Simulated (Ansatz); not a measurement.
Ba: x(Sr) = 0.75, 4 atoms, Immm

The parent structure is Ba in the bcc (W type) structure (space group Im-3m, No. 229; a = 4.883 Å).

The other end (x = 1) is Sr in the bcc (W type) structure (space group Im-3m, No. 229; a model cell): 51.09 Å³/atom, gap zero; this end may not be an ambient phase.

One thing is altered: Sr replaces 75.0 % of the Ba, ordered in a cell of 4 atoms (starting symmetry Immm) and fully relaxed.

Computed with DFT with PBEsol, PAW potentials and a 420 eV plane-wave cutoff in Ansatz (a quantum-chemistry and plane-wave program), scalar-relativistic without spin-orbit coupling. Γ-centred 12×12×12 mesh, Fermi–Dirac width 0.05 eV, for the changed cell.

- Volume per atom = 52.91 Å³ (base 58.20 Å³)
- Band gap = zero (base zero)
- Mixing energy = 0.00 eV/atom (to 0.01 eV only: unlike meshes or grids)
- Deviation of the volume from the linear (Vegard-type) interpolation = +0.1 %

Final structure:

```
CELL_PARAMETERS angstrom
     -2.36418     3.34668     6.68698
      2.36418    -3.34668     6.68698
      2.36418     3.34668    -6.68698
ATOMIC_POSITIONS crystal
  Sr 0.74719 0.74719 0.00000
  Sr 0.25281 0.25281 0.00000
  Sr 0.50000 0.00000 0.50000
  Ba 0.00000 0.50000 0.50000
```

Cost of the whole job for the changed cell (relaxation, final SCF and bands): roughly 4 core-minutes.

These are small ordered cells, not random alloys; other orderings at the same x differ. Whether these cells are dynamically stable was not tested. This is not the structure that Sr has at room temperature and ambient pressure.
